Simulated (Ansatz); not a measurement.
BeAlNO (model structure, started from the AlSiCN type, P3m1, No. 156, 4 atoms in the cell) was calculated with PBEsol in Ansatz (PAW).

Run with plane-wave cutoff 520 eV, 12×12×8 k mesh (along the axes of the cell as run), Fermi–Dirac smearing 0.01 eV, scalar-relativistic PAW data made under PBE.

Cell (relaxed at this level):

Space group P3m1 (No. 156); a = b = 2.984 Å, c = 4.652 Å, α = β = 90.00°, γ = 120.00°

```
atom  site  symmetry       x       y       z
----  ----  --------  ------  ------  ------
Al      1b       3m.  0.3333  0.6667  0.5113
Be      1c       3m.  0.6667  0.3333  0.9917
O       1b       3m.  0.3333  0.6667  0.1131
N       1c       3m.  0.6667  0.3333  0.6340
```

Q: What does this level give for the band gap and bulk modulus B0?

A: 
* **band gap**: 4.38 eV (on the SCF k mesh)
* **bulk modulus B0**: 193 GPa

Note: the bulk modulus is −V dP/dV from two relaxed cells at ±2 % in volume; the relaxation could raise the start's symmetry but not lower it, so the cell can be a saddle point.

Computed values are for the static lattice.

A model structure was made by putting elements into a prototype or built by hand; it is no filed structure, need not be a known phase, and can be a saddle point held by its symmetry.

Ansatz is a program for electronic structure.
